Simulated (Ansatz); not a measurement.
Consider Rh in the fcc (Cu type) structure (space group Fm-3m, No. 225; a = 3.780 Å).

Levels (all Ansatz, a program for electronic structure, PAW): PBEsol (420 eV, no spin-orbit coupling); r2SCAN (500 eV, no spin-orbit coupling).

The geometry is relaxed with PBEsol.

```
Item              Result
---------------  -------
PBEsol pressure  0.0 GPa
```

Q: What does r2SCAN give at this geometry for the pressure?

A: The pressure goes from zero to 4.7 GPa.

Single points use the geometry relaxed with PBEsol. Their cutoffs differ, which shifts pressures a little. Whether these cells are dynamically stable was not tested. The final runs are not spin-polarised.
